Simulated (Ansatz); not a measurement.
System: BeS (model structure, started from the CdTe type, P6₄22, No. 181, 6 atoms in the cell). Method: PBE (Ansatz, a quantum-chemistry and plane-wave program, PAW).

Numerical settings: plane-wave cutoff 520 eV, 12×12×4 k mesh (along the axes of the cell as run), Fermi–Dirac smearing 0.01 eV, scalar-relativistic PAW data made under PBE.

Cell (relaxed at this level):

```cif
data_Be3S3
_chemical_formula_sum 'Be3 S3'
_space_group_name_H-M_alt 'P 1'
_space_group_IT_number 1
_cell_length_a 3.45201
_cell_length_b 3.45201
_cell_length_c 7.81159
_cell_angle_alpha 90.000
_cell_angle_beta 90.000
_cell_angle_gamma 120.000
loop_
_space_group_symop_operation_xyz
  'x, y, z'
loop_
_atom_site_label
_atom_site_type_symbol
_atom_site_fract_x
_atom_site_fract_y
_atom_site_fract_z
_atom_site_occupancy
Be1 Be 0.00000 0.50000 0.66667 1
Be2 Be 0.50000 0.50000 0.00000 1
Be3 Be 0.50000 0.00000 0.33333 1
S1 S 0.00000 0.50000 0.16667 1
S2 S 0.50000 0.50000 0.50000 1
S3 S 0.50000 0.00000 0.83333 1
```

### Question
Give the computed band gap, smallest direct gap on the k points sampled and Γ–Γ gap.

### Answer

* **band gap**: 2.67 eV (indirect)
* **smallest direct gap on the k points sampled**: 3.89 eV
* **Γ–Γ gap**: 4.02 eV

Note: the relaxation could raise the start's symmetry but not lower it, so the cell can be a saddle point.

It cost roughly 10 core-seconds of CPU time.

A model structure was made by putting elements into a prototype or built by hand; it is no filed structure, need not be a known phase, and can be a saddle point held by its symmetry.
